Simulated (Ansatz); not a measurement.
**Ag (Fm-3m): resistivity and electron-phonon coupling**

Here is the system:

```
CELL_PARAMETERS angstrom
      0.00000     2.00129     2.00129
      2.00129     0.00000     2.00129
      2.00129     2.00129     0.00000
ATOMIC_POSITIONS crystal
  Ag 0.00000 0.00000 0.00000
```

These are PBEsol, DFPT electron-phonon coupling, linearised Boltzmann equation (plane waves, PAW, scalar-relativistic; Ansatz, a first-principles code) values and carry that method's errors. Condition of this run: hydrostatic pressure 5 GPa (the target of the relaxation). Geometry: relaxed with this functional, without spin-orbit coupling, then loaded as said.

The resistivity at 300 K comes out as 1.43 μΩ·cm, the resistivity at 77 K is 0.24 μΩ·cm and the electron mean free path at 300 K (weighted by the current that each state carries) comes out as 59 nm. The resistivity times mean free path for one path shared by all states (from the Fermi surface's area) is 8.2 ×10⁻¹⁶ Ω·m². The electron-phonon coupling λ is 0.109, the transport coupling λ_tr is 0.108 and the logarithmic mean phonon energy is 13.6 meV. The density of states at the Fermi level is 0.128 states/(eV·spin·cell) and the drude plasma energy is 9.3 eV. The Hall coefficient at 300 K comes out as -6.8 ×10⁻¹¹ m³/C. The Tc for μ* = 0.10 (anisotropic Eliashberg) is below 1 K and the Tc for μ* = 0.13 (anisotropic Eliashberg) is below 1 K.

A metal at this level (no band gap). Only scattering by harmonic phonons is included (no impurities, grain boundaries, electron-electron scattering or thermal expansion). Spin-orbit coupling is left out. Halving the electron mesh (36x36x36) moves the resistivity by up to 1 % at 300 K, the mean free path by up to 4 %, the coupling by up to 1 %. Smearing 0.20 eV; phonons on a 6x6x6 q mesh, which this run doesn't test and which matters most at low temperature. Tc comes from the anisotropic Migdal-Eliashberg equations with μ*, a chosen number, referred to 15.5 meV.
